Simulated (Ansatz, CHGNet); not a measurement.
For GeSb2Te4 (model structure, started from the GeSb2Te4 type, R-3m, No. 166, 7 atoms in the cell), the machine-learned potential CHGNet 0.3.0 (trained on PBE and PBE+U data) gives:

| Item | Value |
|---|---|
| equilibrium lattice constant a | 4.275 Å |
| lattice parameter c | 44.733 Å |

Problem. What does r²SCAN in Ansatz (plane waves, PAW) give for the same quantities?

Solution. 
- lattice constant a: 4.283 Å (grows by 0.2 %)
- lattice parameter c: 42.331 Å (falls by 5.4 %)

Changes are worked out from the printed values.

Unless a cell is named, each level is at its own relaxed cell (CHGNet 0.3.0 33.72, r²SCAN 32.02 Å³/atom).

Ansatz's density-functional and Hartree–Fock values are scalar-relativistic unless marked +SOC, with PAW data made under PBE.

A model structure was made by putting elements into a prototype or built by hand; it is no filed structure, need not be a known phase, and can be a saddle point held by its symmetry.

Ansatz is a quantum-chemistry and plane-wave program.
